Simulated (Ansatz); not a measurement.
The starting structures come from a database of crystals and need not be the phases stable at ambient conditions.

By PBEsol, the system below comes out a metal.

Given:

```
CELL_PARAMETERS angstrom
      3.34350     0.00000     0.00000
      0.00000     9.35622     0.00000
      0.00000     4.67811     4.67811
ATOMIC_POSITIONS crystal
  Si 0.00000 0.86600 0.76800
  Si 0.00000 0.13400 0.23200
  Si 0.00000 0.63400 0.50000
  Si 0.00000 0.36600 0.50000
  W  0.00000 0.50000 0.00000
  W  0.00000 0.00000 0.00000
  W  0.50000 0.34016 0.81968
  W  0.50000 0.65984 0.18032
  W  0.50000 0.15984 0.50000
  W  0.50000 0.84016 0.50000
```

Space group of this cell: P4/mbm. The cell is taken as given; by PBEsol its mean pressure is -7.7 GPa.

The current flows along the normal of the first two printed cell vectors, the (110) plane of the conventional cell. No spin-orbit coupling; the value is a mean over 0.1 eV about the Fermi level.

**Question.** Estimate the ballistic conductance per area that PBEsol (Ansatz, an electronic-structure program) returns for this system.

**Answer.** 0.62 × 10¹⁵ S/m² for both spins.
